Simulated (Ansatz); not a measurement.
Cost and result by functional for the surface energy of the (21-33) surface of hcp Zn in its 1x1 cell, outermost plane spacing 0.13 Å in the ideal cut, in Ansatz (plane waves, PAW). Single points on the PBE structure, on one kind of machine; costs are rough ratios of the slab run's core time (references not counted) to the cheapest single point. r2SCAN's cost holds its higher cutoff (500 against 420 eV). Differences are taken against r2SCAN for comparison alone: no measured value is at hand, so the table doesn't rank accuracy.

Model: 28-atom slab, 10.1 Å thick at the start (thin: gaps and levels are the slab's own), 7x6x1 mesh, Fermi-Dirac 0.1 eV, dipole correction, all atoms relaxed; symmetry of the start imposed; no spin, no spin-orbit, no U. These notes are the PBE run's.

```json
[
 {"functional": "LDA", "relative cost": "1", "surface energy (J/m²)": "1.19", "less r2SCAN (J/m²)": "0.21"},
 {"functional": "PBEsol", "relative cost": "1", "surface energy (J/m²)": "1.06", "less r2SCAN (J/m²)": "0.08"},
 {"functional": "RPBE", "relative cost": "1", "surface energy (J/m²)": "0.52", "less r2SCAN (J/m²)": "-0.46"},
 {"functional": "r2SCAN", "relative cost": "2", "surface energy (J/m²)": "0.98", "less r2SCAN (J/m²)": "0.00"},
 {"functional": "PBE (the relaxed run's value)", "relative cost": "–", "surface energy (J/m²)": "0.73", "less r2SCAN (J/m²)": "-0.25"}
]
```

The values span 0.66 J/m², while the single points' costs differ by a factor of roughly 2. Differences are of unrounded values.

Ansatz is a first-principles code.
